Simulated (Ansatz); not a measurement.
Input and output of a self-consistent single point for Cs2PdCl4 (P4mm, 7 atoms in the cell) (Ansatz, a quantum-chemistry and plane-wave program).

Level of theory: LDA (PW92), default PAW files made with PBE (plane waves; Ansatz).

```
Cs2PdCl4
1.0
    7.53176     0.00000     0.00000
    0.00000     7.53176     0.00000
    0.00000     0.00000     4.68752
Cs Pd Cl
2 1 4
Direct
  0.00000   0.50000   0.50000
  0.50000   0.00000   0.50000
  0.00000   0.00000   0.01067
  0.21866   0.21866   0.00000
  0.78134   0.78134   0.00000
  0.78134   0.21866   0.00000
  0.21866   0.78134   0.00000
```

Reference input (self-consistent single point, DFT, LDA (PW92), plane waves, default PAW files made with PBE): basis.ecutwfc = 420 eV; kpoints.mp_grid.grid = 4 4 5; hamiltonian.xc = lda; hamiltonian.pseudopotentials = {kind: paw} (the program's default PAW files); scf.occupations.method = fixed. This run's input differs from it in these lines:

Ansatz 0.2 input:
```diff
@@ -17,3 +17,3 @@
 kpoints:
-  mp_grid: { grid: [4, 4, 5] }
+  mp_grid: { grid: [5, 5, 8] }
 hamiltonian:
```

Output, abridged:

```
SCF iter   1: F=—  HF=-22040.287700 eV  |F-HF|=—  |Δ(HF+E_count)|=         —  Δρ=5.50e-3  dr2=7.45e-2  ethr=1.77e-3  ⟨swp⟩=4.9  Hψ=4216  notcnv=0  defer=137
all-band conjugate gradients solve this SCF's bands
preconditioner: auto → Resta (q_TF=auto, 2.152 Å⁻¹)
SCF iter   2: F=—  HF=-22040.268244 eV  |F-HF|=—  |Δ(HF+E_count)|=   1.95e-2  Δρ=2.62e-3  dr2=1.46e-2  ethr=1.16e-4  ⟨swp⟩=2.1  Hψ=2246  notcnv=0  defer=150
   [... lines left out ...]
SCF iter   5: F=—  HF=-22040.264466 eV  |F-HF|=—  |Δ(HF+E_count)|=   1.61e-4  Δρ=3.04e-5  dr2=4.57e-6  ethr=5.96e-8  ⟨swp⟩=2.4  Hψ=1791  notcnv=0  defer=138
SCF iter   6: F=—  HF=-22040.264469 eV  |F-HF|=—  |Δ(HF+E_count)|=   3.27e-6  Δρ=4.81e-5  dr2=8.51e-6  ethr=7.14e-9  ⟨swp⟩=2.1  Hψ=2069  notcnv=0  defer=139
SCF iter   7: F=—  HF=-22040.264467 eV  |F-HF|=—  |Δ(HF+E_count)|=   1.36e-6  Δρ=7.64e-6  dr2=2.50e-7  ethr=7.14e-9  ⟨swp⟩=2.0  Hψ=2038  notcnv=0  defer=140
SCF iter   8: F=-22040.264468 eV  HF=-22040.264468 eV  |F-HF|=2.62e-8  |Δ(HF+E_count)|=   1.59e-7  Δρ=2.11e-6  dr2=2.25e-8  ethr=1.56e-10  ⟨swp⟩=15.1  Hψ=7060  notcnv=0
SCF 1 converged in 8 iterations: F = -22040.264468 eV  dr2 = 2.25e-8
Free energy (F): -22040.264468 eV
Internal energy: -22040.264468 eV  (E = F + TS)
E sigma→0 (E₀):  -22040.264468 eV
Fermi energy:    1.832082 eV
--- Forces (eV/Å), atoms counted from 1 ---
  atom   1  Cs     0.00000000     0.00000000    -0.00133333
  atom   2  Cs     0.00000000     0.00000000    -0.00133333
  atom   3  Pd     0.00000000     0.00000000    -0.25515844
  atom   4  Cl    -0.38073016    -0.38073016     0.06445290
  atom   5  Cl     0.38073016     0.38073016     0.06445290
  atom   6  Cl     0.38073016    -0.38073016     0.06445290
  atom   7  Cl    -0.38073016     0.38073016     0.06445290
--- Stress (GPa, compression-positive) ---
       -2.812826       0.000000      -0.000000
        0.000000      -2.812826       0.000000
       -0.000000       0.000000      -1.601364
  P = ⅓ Tr σ = -2.4090 GPa (-24.090 kbar)
  The stress holds the Pulay correction. Without it, at fixed plane waves, as pw.x and ABINIT print it: P = -2.4142 GPa
```

The run converged in 8 iterations. Against the reference run the free energy stays essentially unchanged (within 1 meV/atom), the pressure stays at -2.41 GPa, the largest force stays at 0.542 eV/Å and the gap on the mesh goes from 1.607 to 1.664 eV.

The starting cell comes from a database of computed structures (which also holds hypothetical and non-ambient phases and stackings), without a prior relaxation at this level. Its lattice was rescaled by up to half a per cent. One atom was moved a little off its site on purpose. Ansatz's pressure includes its estimate of the finite-basis (Pulay) stress.
